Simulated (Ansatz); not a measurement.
Functionals compared on the (100) surface of fcc Rh, clean 1x1 (bottom of the slab: a bare face, its two planes held), in Ansatz (plane waves, PAW). The structure was relaxed with PBE; the other rows are single points on it. Cutoff 420 eV (500 eV for r2SCAN).

Set-up: 6 atoms, 9.6 Å thick at the start (thin: gaps and levels are the slab's own); mesh 14x14x1; 0.1 eV smearing; dipole correction on; 2 atoms held, the rest relaxed; held to the start's symmetry, so lower structures may exist; no spin, no spin-orbit, no U. These notes are the PBE run's.

```tsv
functional	work function of the top face (eV)	rough cost of the single point
PBE	5.06	–
LDA	5.45	very roughly 50 core-seconds
PBEsol	?	roughly 50 core-seconds
RPBE	4.88	very roughly 40 core-seconds
r2SCAN	5.07	about 60 core-seconds (a rough figure)
```

**Question.** Fill in the missing entries.

**Answer.** 
- PBEsol, work function of the top face (eV): 5.19

Ansatz is a program for electronic structure.
